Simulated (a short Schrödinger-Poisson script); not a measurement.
Structure: MOS inversion layer, Si3N4 on p-type Si(110), at 300 K.

```
layer  material  thickness (nm)  Na (cm⁻³)
-----  --------  --------------  ---------
1         Si3N4               2          -
2            Si            1400     9.8e16
```

Constants are typed, rounded textbook-type inputs, not results; the design itself was drawn at random and stands for no fabricated device. Si3N4: permittivity 7.5, conduction-band edge (eV) 1.95, gap (eV) 5.1, electron mass (mₑ) 0.5. Si: permittivity 11.7, conduction-band edge (eV) 0, gap (eV) 1.124, Nv at 300 K (cm⁻³) 3.1e19.

Channel valleys (confinement mass, in-plane density-of-states mass, number): Δ4 0.315, 0.324, 4; Δ2 0.19, 0.417, 2. At the gate the conduction-band edge of layer 1 lies 2.55 eV − eVg above the Fermi level of the channel; the field vanishes at the back. Gaps are held at their typed values at every temperature. Mesh 0.03 nm at interfaces.

Solved with a short Schrödinger-Poisson script written for these runs: 1D Poisson equation in equilibrium, electrons quantum, Hartree (BenDaniel-Duke, 12 states a valley, the channel's in-plane mass for all, wave functions free to enter the dielectric), parabolic valleys, classical holes, full ionisation, no traps, pinning or gate leakage.

The same stack at other levels of the model or other numerical settings:

| run | sheet density of all electrons at Vg = 1.35 V (cm⁻²) | sheet density of all electrons at Vg = 0.75 V (cm⁻²) | capacitance at Vg = 1.35 V (μF/cm²) | centroid of the channel electrons at Vg = 1.35 V (nm) | rough cost against the base |
|---|---|---|---|---|---|
| base | 9.52e12 | 1.31e12 | 2.45 | 1.71 | about 1 |
| electrons treated as classical, Boltzmann | 1.28e13 | 2.05e12 | 3.07 | 0.53 | 0.02 |
| electrons treated as classical, Fermi-Dirac | 1.19e13 | 2.00e12 | 2.78 | 0.75 | 0.2 |
| mesh six times as coarse | 9.48e12 | 1.30e12 | 2.44 | 1.72 | 0.2 |
| one subband a valley | 9.51e12 | 1.29e12 | 2.45 | 1.64 | 0.5 |

The classical rows ignore confinement, and Boltzmann statistics overrate the density once the band edge passes the Fermi level.
